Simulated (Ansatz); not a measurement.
Abridged Ansatz (a quantum-chemistry and plane-wave program) output:

```
Relaxation: its limit of steps is 60 (relax.max_steps)
Pseudopotential: Rh, paw, valence charge 17
Crystal: 1 atoms, lattice volume = 13.602 Å³
Basis set: ecut = 420 eV, 283 PW (Γ), exchange–correlation on 36×36×36 points (8 copies of the dense FFT grid, shifted against one another)
Bands: 13, of which v1, the nominal top of the filled ones, is band 9 counted from 1 (8 counted from 0)
Symmetry: 48 space group operations
k-points: 286 of 9261
Functional: x = pbe(κ = 0.804, μ = 0.2195149727645171), c = pbe(β = 0.06672455060314922)
SCF iter   1: F=—  HF=-6403.396742 eV  |F-HF|=—  |Δ(HF+E_count)|=         —  Δρ=1.11e-1  dr2=1.54e0  ethr=3.10e-3  ⟨swp⟩=5.3  Hψ=20235  notcnv=0
SCF iter   2: F=—  HF=-6402.971594 eV  |F-HF|=—  |Δ(HF+E_count)|=   4.25e-1  Δρ=4.24e-2  dr2=1.32e-1  ethr=3.10e-3  ⟨swp⟩=2.2  Hψ=9363  notcnv=0
SCF 1 converged in 6 iterations: F = -6402.930069 eV  dr2 = 1.45e-9
relax step   1: F+E_penalty+E_count = -6402.93006927 eV  Δ(F+E_penalty+E_count) = +0.000e0 eV  max|allowed force component| = 0.000e0 eV/Å  Δτ_max = 0.0000 Å  P = +9.005 GPa  Ω = 13.602 Å³  (6 SCF iters, dr2 threshold 1.00e-7 eV, accepted)
[... steps on the carried basis left out ...]
relax step   5: F+E_penalty+E_count = -6402.91100338 eV  Δ(F+E_penalty+E_count) = +2.073e-4 eV  max|allowed force component| = 0.000e0 eV/Å  Δτ_max = 0.0000 Å  P = +15.020 GPa  Ω = 13.347 Å³  stress off target by 1.97e-2 GPa  SCF on the basis re-selected at this cell (its energy is not comparable with the rows above)  (5 SCF iters)
SCF converged after 5 iterations
Free energy (F): -6402.911003 eV
Internal energy: -6402.901107 eV  (E = F + TS)
E sigma→0 (E₀):  -6402.906055 eV
Entropy (-TS):   -0.009896 eV (-9.896 meV/atom)
Fermi energy:    23.277008 eV
--- Forces (eV/Å), atoms counted from 1 ---
  atom   1  Rh    -0.00000000    -0.00000000    -0.00000000
--- Stress (GPa, compression-positive) ---
       15.019672      -0.000000      -0.000000
       -0.000000      15.019672      -0.000000
       -0.000000      -0.000000      15.019672
  P = ⅓ Tr σ = 15.0197 GPa (150.197 kbar)
--- Relaxed structure (4 steps of the walk, 3 accepted, 1 SCFs on fresh bases) ---
  cell:  # Å, volume = 13.3466 Å³
    - [3.057223219737354e-34, 1.8826982491555277, 1.8826982491555277]
    - [1.8826982491555277, 2.7706085428869777e-34, 1.8826982491555277]
    - [1.8826982491555277, 1.8826982491555277, 2.547686016447795e-35]
  atoms:
    - { symbol: Rh, position: [0.0, 0.0, 0.0] }
```

Q: What was computed, and what are the main results?

A: Rh, 1 atom in the cell, with Ansatz PBE, scalar-relativistic without spin-orbit coupling, earlier PAW set, from a series relaxed to a target (pressure 15 GPa). The last SCF converged to F = -6402.911003 eV, or -6402.9110 eV per atom, at a pressure of 15.02 GPa. The total energy compares only with runs of the same code, potentials and settings.

Load acts through the strain it causes; cell and atoms are relaxed under it. Whether these cells are dynamically stable was not tested. Competing high-pressure phases were not computed. All final runs are without spin polarisation. The cell was made from Rh in the fcc (Cu type) structure (space group Fm-3m, No. 225) by this change: pressure 15 GPa.

Keys are those of Ansatz 0.2.
